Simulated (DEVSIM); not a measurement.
Structure: Mo/HfO2/p-GaAs capacitor, at 300 K.

| layer (left to right) | material | thickness (nm) | Na (cm⁻³) |
|---|---|---|---|
| 1 | HfO2 | 9.80 | - |
| 2 | GaAs | 660 | 9.6e17 |

Metal gate on the left, work function 4.6 eV. Fixed charge at the semiconductor interface -7.2e10 cm⁻² (in units of +e); no interface traps.

This is a model device: material constants are rounded textbook-type values typed into the input, and sizes, dopings and lifetimes were drawn at random. Values at 300 K; Nc and Nv go as T^1.5, mobilities as T to minus their exponent, the gap by Varshni's rule with the affinity fixed.

| parameter | HfO2 | GaAs |
|---|---|---|
| gap (eV) | 5.7 | 1.424 |
| affinity (eV) | 2.5 | 4.07 |
| permittivity | 22 | 12.9 |
| Nc (cm⁻³) | - | 4.7e17 |
| Nv (cm⁻³) | - | 9e18 |
| Varshni α (eV/K) | - | 0.000541 |
| Varshni β (K) | - | 204 |

DEVSIM, 1D Poisson equation in equilibrium, Boltzmann statistics, complete ionisation; no quantum confinement or tunnelling. Metal contacts follow the ideal Schottky-Mott rule: no Fermi-level pinning, no interface dipoles.

The temperature was swept, all else fixed.

```json
[
 {"temperature (K)": "250", "flat-band voltage (V)": "-0.87", "minimum of the low-frequency capacitance (μF/cm²)": "0.232"},
 {"temperature (K)": "300", "flat-band voltage (V)": "-0.83", "minimum of the low-frequency capacitance (μF/cm²)": "0.239"},
 {"temperature (K)": "350", "flat-band voltage (V)": "-0.79", "minimum of the low-frequency capacitance (μF/cm²)": "0.244"},
 {"temperature (K)": "400", "flat-band voltage (V)": "-0.75", "minimum of the low-frequency capacitance (μF/cm²)": "[?]"},
 {"temperature (K)": "450", "flat-band voltage (V)": "-0.71", "minimum of the low-frequency capacitance (μF/cm²)": "0.256"},
 {"temperature (K)": "500", "flat-band voltage (V)": "-0.66", "minimum of the low-frequency capacitance (μF/cm²)": "0.266"}
]
```

Task: Complete the blanks.

Result: 
- 400, minimum of the low-frequency capacitance (μF/cm²): 0.249
